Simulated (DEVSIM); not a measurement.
Device: illuminated Si n-on-p cell, one wavelength, at 300 K.

Layer 1 from the left is Si, thickness (μm) 0.450, Nd (cm⁻³) 4.5e18, τn (s) 5.1e-8, τp (s) 9.5e-7, absorption coefficient (cm⁻¹) 34000. Layer 2 from the left is Si, thickness (μm) 33.0, Na (cm⁻³) 6.7e16, τn (s) 1.5e-6, τp (s) 1.5e-6, absorption coefficient (cm⁻¹) 34000.

Left contact: ohmic, minority hole recombination velocity 100 cm/s. Right contact: ohmic, minority electron recombination velocity 50 cm/s. Voltage is applied to the left contact. Recombination: SRH at mid-gap, radiative, Auger. Light enters at the left, 1.7e17 photons cm⁻² s⁻¹, one pass, no reflection. Mobility is μmin + (μ − μmin)/(1 + (N/Nref)^α).

Constants are typed, rounded textbook-type inputs, not results; the design itself was drawn at random and stands for no fabricated device. Values at 300 K.

Si: gap (eV) 1.124, affinity (eV) 4.05, permittivity 11.7, Nc (cm⁻³) 2.86e19, Nv (cm⁻³) 3.1e19, μn (cm²/Vs) 1417, μp (cm²/Vs) 470, μn,min 52, μp,min 45, Nref,n 9.7e16, Nref,p 2.2e17, αn 0.68, αp 0.72, B (cm³/s) 4.7e-15, Cn (cm⁶/s) 2.8e-31, Cp (cm⁶/s) 9.9e-32.

Model (solved in DEVSIM): 1D drift-diffusion, Boltzmann statistics, complete ionisation; no tunnelling, impact ionisation, image-force lowering or self-heating.

Dark forward current:

```
|V| (V)  |J| (A/cm²)
-------  -----------
0.05        1.008e-9
0.10        3.570e-9
0.15        1.060e-8
0.20        3.060e-8
0.25        9.055e-8
0.30        2.891e-7
0.35        1.063e-6
0.40        4.745e-6
0.45        2.552e-5
0.50       0.0001559
0.55        0.001019
0.60        0.006876
0.65         0.04689
0.70          0.3152
0.75           1.896
0.80           8.166
0.85           26.22
0.90           86.54
0.95           370.2
1.00            1730
1.05            5700
```

Task: Work out the local ideality factor n = ΔV / (kT/q · ln(J2/J1)) between the rows 0.15 and 0.20 V, 0.60 and 0.65 V, 1.00 and 1.05 V.

Result: kT/q = 25.85 mV. From 0.15 to 0.20 V: ln(3.060e-8/1.060e-8) = 1.060, n = 1.82. From 0.60 to 0.65 V: ln(0.04689/0.006876) = 1.920, n = 1.01, near the 1 of diffusion or emission over a barrier. From 1.00 to 1.05 V: ln(5700/1730) = 1.192, n = 1.62.

Task: What current could the absorbed light give at most, and what share is collected?

Result: Σ αd = 114, so qΦ(1 − exp(−Σ αd)) = 27.2 mA/cm². The simulated short-circuit current is 27.11 mA/cm², a share of 1.00.

Task: Estimate the open-circuit voltage by superposition: the voltage at which the dark current equals that short-circuit current.

Result: Interpolating ln J in the table gives 0.636 V. The simulation gives 0.636 V, the same within the digits that matter. Superposition holds where collection doesn't change with voltage.

Task: Estimate the fill factor from FF0 = (v − ln(v + 0.72))/(v + 1), v = qVoc/(nkT), with n from the dark curve.

Result: The rows about Voc, 0.60 and 0.65 V, give n = 1.01, so v = 24.4 and FF0 = 0.834. The simulation gives 0.834, the same within the digits that matter.
